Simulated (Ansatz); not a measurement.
Reference: CaIn (Pm-3m), PBEsol, DFPT electron-phonon coupling, linearised Boltzmann equation (plane waves, PAW, scalar-relativistic; Ansatz, a first-principles code); geometry: relaxed with this functional, without spin-orbit coupling.

```cif
data_CaIn
_chemical_formula_sum 'Ca1 In1'
_space_group_name_H-M_alt 'P 1'
_space_group_IT_number 1
_cell_length_a 3.79489
_cell_length_b 3.79489
_cell_length_c 3.79489
_cell_angle_alpha 90.000
_cell_angle_beta 90.000
_cell_angle_gamma 90.000
loop_
_space_group_symop_operation_xyz
  'x, y, z'
loop_
_atom_site_label
_atom_site_type_symbol
_atom_site_fract_x
_atom_site_fract_y
_atom_site_fract_z
_atom_site_occupancy
Ca1 Ca 0.00000 0.00000 0.00000 1
In1 In 0.50000 0.50000 0.50000 1
```

The resistivity at 300 K is 19.6 μΩ·cm and the mean free path at 300 K is 7.0 nm.

Q: Replace Ca by Pd on the same sites and relax. What happens?

A: PdIn (Pm-3m): volume per atom 27.3 to 17.1 Å³; resistivity at 300 K falls (19.6 μΩ·cm to 13.0 μΩ·cm); mean free path at 300 K stays about the same (7.0 nm to 7.7 nm).

Moves up to 12 % count as about the same. Metals; harmonic phonons alone scatter; means over directions. The mean free path is weighted by the current that each state carries. Halving the electron mesh moves these values by up to 8 %; q meshes are mostly untested. Some of the runs warned that the eigensolver left states short of its tolerance. Spin-orbit coupling is left out.

Computed structure with no diffraction record at hand here (it may be known, metastable or hypothetical): CaIn (Pm-3m), PdIn (Pm-3m).
